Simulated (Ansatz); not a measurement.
The starting structures come from a database of crystals and need not be the phases stable at ambient conditions.

 Where the default PAW files enter, the runs use the earlier of Ansatz's two default sets.

Data:

```
Ag2KAsO4
1.0
    6.00749     0.00000     0.00000
    0.00000     6.00749     0.00000
    3.00374    -3.00374     3.60432
K Ag As O
1 2 1 4
Direct
  0.50000   0.50000   0.00000
  0.25000   0.25000   0.50000
  0.75000   0.75000   0.50000
  0.00000   0.00000   0.00000
  0.30557   0.03043   0.72486
  0.03043   0.96957   0.27514
  0.96957   0.69443   0.72486
  0.69443   0.30557   0.27514
```

Space group of this cell: I-42m. The cell is taken as given; by r2SCAN its mean pressure is -5.4 GPa.

Transport runs along the normal of the first two printed cell vectors, the (001) plane of the conventional cell.

The gap is the functional's own. No spin-orbit coupling. Mid-gap values are interpolated on the energy grid.

**Question.** Give the band gap and the smallest decay constant κ at mid-gap that r2SCAN run with Ansatz (a program for electronic structure) yields.

**Answer.** Gap 0.62 eV on a 8×8×8 mesh; κ = 0.153 1/Å, at the zone centre.
